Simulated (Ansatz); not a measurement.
Thickness series in TiOs

Base system: TiOs in the CsCl type structure (space group Pm-3m, No. 221; a = 3.061 Å). Axes: x, y, z lie along the cube axes.

Free-standing slabs (2 atom(s) a layer) normal to [110] with 15 Å of vacuum; in-plane cell held at bulk.

Level of theory: PBEsol (Ansatz, a quantum-chemistry and plane-wave program, PAW, without spin-orbit coupling).

Notes on the quantities. layer's space group: with vacuum; excess energy per area of both faces: slab less bulk energy over the cell's area: twice a surface energy; uncertain by up to 0.2 J/m².

```tsv
variant	thickness between the outermost nuclei	layer's space group	excess energy per area of both faces
1 layer	–	Pmmm (No. 47)	–
2 layers	2.14 Å	Pmma (No. 51)	?
3 layers	4.35 Å	Pmmm (No. 47)	?
4 layers	6.51 Å	Pmma (No. 51)	6.4 J/m²
5 layers	8.71 Å	Pmmm (No. 47)	6.4 J/m²
6 layers	10.87 Å	Pmma (No. 51)	6.4 J/m²
7 layers	13.03 Å	Pmmm (No. 47)	6.4 J/m²
```

Problem. Fill in the withheld entries from the trend.

Solution. 
- 2 layers, excess energy per area of both faces: 5.87 J/m²
- 3 layers, excess energy per area of both faces: 6.5 J/m²

The excess energy carries the mismatch between the slab's and the bulk's meshes. Whether these cells are dynamically stable was not tested. All final runs are without spin polarisation.
